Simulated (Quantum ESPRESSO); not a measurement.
Worked example: self-consistent single point of LaGe₂Pd₂ (I4/mmm, 5 atoms in the cell) in Quantum ESPRESSO.

Computed with PBEsol, GBRV 1.5 ultrasoft (PBESOL) pseudopotentials (plane waves; Quantum ESPRESSO 7.5).

The change in words: lattice scaled by 0.98. Reference geometry:
```yaml
crystal:
  lattice:
    - [2.19478, -2.19478, 5.05204]
    - [2.19478, 2.19478, 5.05204]
    - [-2.19478, -2.19478, 5.05204]
  atoms:
    - { symbol: La, position: [0.00000, 0.00000, 0.00000] }
    - { symbol: Ge, position: [0.00000, 0.62413, 0.62413] }
    - { symbol: Ge, position: [0.00000, 0.37587, 0.37587] }
    - { symbol: Pd, position: [0.50000, 0.75000, 0.25000] }
    - { symbol: Pd, position: [0.50000, 0.25000, 0.75000] }
```

Reference input (self-consistent single point, DFT, PBEsol, plane waves, GBRV 1.5 ultrasoft (PBESOL) pseudopotentials): ecutwfc = 50 Ry; ecutrho = 400 Ry; occupations = smearing; smearing = fermi-dirac; degauss = 0.0073499 Ry; K_POINTS = automatic 7 7 7 0 0 0; conv_thr = 1e-10 Ry. This run's input differs from it in these lines:

```diff
@@ -11,4 +11,4 @@
  ibrav = 7
- celldm(1) = 8.295066208
- celldm(3) = 2.30184346495
+ celldm(1) = 8.129163372
+ celldm(3) = 2.30184380004
  nat = 5
```

Log, with long lists cut:

```
     Self-consistent Calculation

     iteration #  1     ecut=    50.00 Ry     beta= 0.70

---- Real-time Memory Report at c_bands before calling an iterative solver
           807 MiB given to the printing process from OS
           178 MiB allocation reported by mallinfo(arena+hblkhd)
------------------

     negative rho (up, down):  1.467E-01 0.000E+00

     total energy              =    -918.63951400 Ry
     estimated scf accuracy    <       9.99508930 Ry

     iteration #  2     ecut=    50.00 Ry     beta= 0.70

---- Real-time Memory Report at c_bands before calling an iterative solver
   [... lines left out ...]
           934 MiB given to the printing process from OS
           236 MiB allocation reported by mallinfo(arena+hblkhd)
------------------

     negative rho (up, down):  2.135E-01 0.000E+00

     total energy              =    -926.17720287 Ry
     estimated scf accuracy    <          2.2E-09 Ry

     iteration # 16     ecut=    50.00 Ry     beta= 0.70

---- Real-time Memory Report at c_bands before calling an iterative solver
           934 MiB given to the printing process from OS
           236 MiB allocation reported by mallinfo(arena+hblkhd)
------------------

     negative rho (up, down):  2.135E-01 0.000E+00
     End of self-consistent calculation

     the Fermi energy is    15.2453 ev

!    total energy              =    -926.17720287 Ry
     estimated scf accuracy    <          2.6E-11 Ry
     smearing contrib. (-TS)   =      -0.00681884 Ry
     internal energy E=F+TS    =    -926.17038403 Ry

     convergence has been achieved in  16 iterations

     negative rho (up, down):  2.135E-01 0.000E+00

     Forces acting on atoms (cartesian axes, Ry/au):

     atom    1 type  1   force =     0.00000000    0.00000000    0.00000000
     atom    2 type  2   force =     0.00000000   -0.00000000   -0.00553956
     atom    3 type  2   force =     0.00000000    0.00000000    0.00553956
     atom    4 type  3   force =    -0.00000000    0.00000000   -0.00000000
     atom    5 type  3   force =     0.00000000    0.00000000    0.00000000

     Total force =     0.007834     Total SCF correction =     0.000015

     negative rho (up, down):  2.135E-01 0.000E+00
          total   stress  (Ry/bohr**3)                   (kbar)     P=       47.16
   0.00030169   0.00000000   0.00000000           44.38        0.00        0.00
   0.00000000   0.00030169  -0.00000000            0.00       44.38       -0.00
   0.00000000  -0.00000000   0.00035838            0.00       -0.00       52.72

   JOB DONE.
```

The run converged in 16 iterations. Against the reference run the free energy rises by 5.3 meV/atom, the pressure goes from -3.01 to 4.72 GPa and the largest force goes from 0.156 to 0.142 eV/Å.

The starting cell comes from a database of computed structures (which also holds hypothetical and non-ambient phases and stackings), without a prior relaxation at this level. For this run, on top of that: lattice scaled by 0.98. Spin polarisation is off. With a pressure of about 5 GPa the cell is away from its equilibrium volume at this level.

Cost on one core of a shared machine: roughly 6 min.
